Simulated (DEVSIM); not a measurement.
Structure: illuminated Si n-on-p cell, one wavelength, with a back-surface field, at 300 K.

```csv
layer (left to right),material,thickness (μm),Nd (cm⁻³),Na (cm⁻³),τn (s),τp (s),absorption coefficient (cm⁻¹)
1,Si,0.600,6.4e18,-,2.7e-5,1.6e-5,39000
2,Si,100,-,1.3e17,3.1e-5,3.1e-5,39000
3,Si,1.60,-,3.1e18,3.1e-5,3.1e-5,39000
```

Left contact: ohmic, minority hole recombination velocity 20000 cm/s. Right contact: ohmic, minority electron recombination velocity 6e5 cm/s. Voltage is applied to the left contact. Recombination: SRH at mid-gap, radiative, Auger. Gap narrowing is on: ΔEg = 6.92 meV × (l + √(l² + 0.5)), l = ln(N/1.3e17 cm⁻³), shared equally by both band edges. Light enters at the left, 2.1e17 photons cm⁻² s⁻¹, one pass, no reflection. Mobility is μmin + (μ − μmin)/(1 + (N/Nref)^α).

The device is made up for the run: typed textbook-type constants, with dimensions and the other settings drawn at random. Values at 300 K.

| parameter | Si |
|---|---|
| gap (eV) | 1.124 |
| affinity (eV) | 4.05 |
| permittivity | 11.7 |
| Nc (cm⁻³) | 2.86e19 |
| Nv (cm⁻³) | 3.1e19 |
| μn (cm²/Vs) | 1417 |
| μp (cm²/Vs) | 470 |
| μn,min | 52 |
| μp,min | 45 |
| Nref,n | 9.7e16 |
| Nref,p | 2.2e17 |
| αn | 0.68 |
| αp | 0.72 |
| B (cm³/s) | 4.7e-15 |
| Cn (cm⁶/s) | 2.8e-31 |
| Cp (cm⁶/s) | 9.9e-32 |

DEVSIM, 1D drift-diffusion, Boltzmann statistics, complete ionisation; no tunnelling, impact ionisation, image-force lowering or self-heating.

Q: Give the small-signal capacitance in reverse bias (quasi-static).

A: 
```json
[
 {"V (V)": "0.04", "C (nF/cm²)": "108"},
 {"V (V)": "0.1", "C (nF/cm²)": "105"},
 {"V (V)": "0.2", "C (nF/cm²)": "99.6"},
 {"V (V)": "0.3", "C (nF/cm²)": "95.3"},
 {"V (V)": "0.4", "C (nF/cm²)": "91.4"},
 {"V (V)": "0.6", "C (nF/cm²)": "84.9"}
]
```
